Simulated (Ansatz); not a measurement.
HfO$_{2}$ (P2_1/c): band-edge transport data

Given:

```
CELL_PARAMETERS angstrom
      5.09568     0.00000    -0.00193
      0.00000     5.17701     0.00000
     -0.87840     0.00000     5.19703
ATOMIC_POSITIONS crystal
  Hf 0.27715 0.45704 0.70818
  Hf 0.72285 0.54296 0.29182
  Hf 0.72285 0.95704 0.79182
  Hf 0.27715 0.04296 0.20818
  O  0.44713 0.74182 0.97999
  O  0.55287 0.25818 0.02001
  O  0.55287 0.24182 0.52001
  O  0.44713 0.75818 0.47999
  O  0.07122 0.33730 0.34091
  O  0.92878 0.66270 0.65909
  O  0.92878 0.83730 0.15909
  O  0.07122 0.16270 0.84091
```

Level of theory: PBEsol, rigid bands (plane waves, PAW, scalar-relativistic; Ansatz, a first-principles code). Geometry: cell and atoms relaxed with PBEsol.

The band gap comes out as 3.97 eV, the electron conductivity mass (300 K, dilute) comes out as 1.13 (x), 1.13 (y), 2.8 (z) mₑ and the hole conductivity mass (300 K, dilute) comes out as 12.8 (x), 1.41 (y), 2.3 (z) mₑ. The effective density of states N_c (300 K) is 5.1e19 cm⁻³ and the effective density of states N_v (300 K) comes out as 1.9e20 cm⁻³. The density-of-states mass, electrons comes out as 1.61 mₑ and the density-of-states mass, holes comes out as 3.9 mₑ. The Seebeck coefficient, n-type 1e19 cm⁻³, 300 K comes out as -354 μV/K and the Seebeck coefficient, p-type 1e19 cm⁻³, 300 K is 469 μV/K. The best p-type power factor at 300 K for τ = 10 fs (best axis; densities from 1e16 to 1e21 cm⁻³ tried, whether or not they can be reached) is 26 μW/(cm·K²) at 3e20 cm⁻³.

Rigid bands; masses and Seebeck coefficients take one relaxation time τ for all states and one kind of carrier; polarons and phonon drag are left out. Spin-orbit coupling is left out; with 5d elements it also splits d-like band edges.
